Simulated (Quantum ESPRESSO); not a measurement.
Worked example: self-consistent single point of YH3O3 (P6_3/m, 14 atoms in the cell) in Quantum ESPRESSO.

Method of the run: PBEsol, GBRV 1.5 ultrasoft (PBESOL) pseudopotentials (plane waves; Quantum ESPRESSO).

```xyz
14
Lattice="6.3631 0.0000 0.0000 -3.1816 5.5106 0.0000 0.0000 0.0000 3.5526" Properties=species:S:1:pos:R:3 pbc="T T T"
Y      0.0000     3.6738     0.8882
Y      3.1816     1.8369     2.6645
H      5.0362     0.7723     0.8882
H     -1.8546     4.7383     2.6645
H      1.8492     4.7476     2.6645
H      1.3323     0.7630     0.8882
H      3.1762     3.9753     0.8882
H      0.0054     1.5353     2.6645
O      1.6468     3.7951     2.6645
O      1.5348     1.7156     0.8882
O      3.8999     3.3237     0.8882
O     -0.7183     2.1869     2.6645
O     -0.9284     5.0392     2.6645
O      4.1100     0.4714     0.8882
```

Reference input (self-consistent single point, DFT, PBEsol, plane waves, GBRV 1.5 ultrasoft (PBESOL) pseudopotentials): ecutwfc = 40 Ry; ecutrho = 320 Ry; occupations = fixed; potentials = {Y: y_pbesol_v1.4.uspp.F.UPF, H: h_pbesol_v1.4.uspp.F.UPF, O: o_pbesol_v1.2.uspp.F.UPF}; K_POINTS = automatic 3 3 5 0 0 0; nbnd = 36; conv_thr = 1e-11 Ry; mixing_beta = 0.3. This run's input differs from it in these lines:

```diff
@@ -12,4 +12,4 @@
     ntyp = 3,
-    ecutwfc = 40,
-    ecutrho = 320,
+    ecutwfc = 28,
+    ecutrho = 224,
     occupations = 'fixed',
```

The program printed (abridged):

```
     Self-consistent Calculation

     iteration #  1     ecut=    28.00 Ry     beta= 0.30

     total energy              =    -386.30318994 Ry
     estimated scf accuracy    <       2.48339956 Ry

     iteration #  2     ecut=    28.00 Ry     beta= 0.30

     total energy              =    -386.60919519 Ry
     estimated scf accuracy    <       0.17322739 Ry

     iteration #  3     ecut=    28.00 Ry     beta= 0.30

     total energy              =    -386.63034272 Ry
     estimated scf accuracy    <       0.05324627 Ry

   [... 13 blocks of this kind left out ...]

     iteration # 17     ecut=    28.00 Ry     beta= 0.30

     total energy              =    -386.63657354 Ry
     estimated scf accuracy    <          2.1E-11 Ry

     iteration # 18     ecut=    28.00 Ry     beta= 0.30
     End of self-consistent calculation

     highest occupied, lowest unoccupied level (ev):     5.6061    9.2536

!    total energy              =    -386.63657354 Ry
     estimated scf accuracy    <          8.6E-13 Ry

     convergence has been achieved in  18 iterations

     Forces acting on atoms (cartesian axes, Ry/au):

     atom    1 type  1   force =     0.00000000    0.00000000    0.00000000
     atom    2 type  1   force =    -0.00000000   -0.00000000    0.00000000
     atom    3 type  2   force =     0.01965161    0.00822093   -0.00000000
     atom    4 type  2   force =    -0.01965161   -0.00822093   -0.00000000
     atom    5 type  2   force =     0.00270628    0.02112926    0.00000000
     atom    6 type  2   force =    -0.00270628   -0.02112926    0.00000000
   [... lines left out ...]

     Total force =     0.085479     Total SCF correction =     0.000001

          total   stress  (Ry/bohr**3)                   (kbar)     P=     -167.12
  -0.00105356   0.00000000   0.00000000         -154.98        0.00        0.00
   0.00000000  -0.00105356  -0.00000000            0.00     -154.98       -0.00
   0.00000000  -0.00000000  -0.00130111            0.00       -0.00     -191.40

   JOB DONE.
```

The run converged in 18 iterations. Against the reference run the free energy rises by 111 meV/atom, the pressure goes from -3.56 to -16.71 GPa, the largest force goes from 0.737 to 0.711 eV/Å and the gap on the mesh hardly changes (3.641 to 3.647 eV).

The starting cell comes from a database of computed structures (which also holds hypothetical and non-ambient phases and stackings), without a prior relaxation at this level. At the lowered cutoff the pressure carries the error of an incomplete plane-wave basis.

Cost on one core of a shared machine: roughly 40 s.
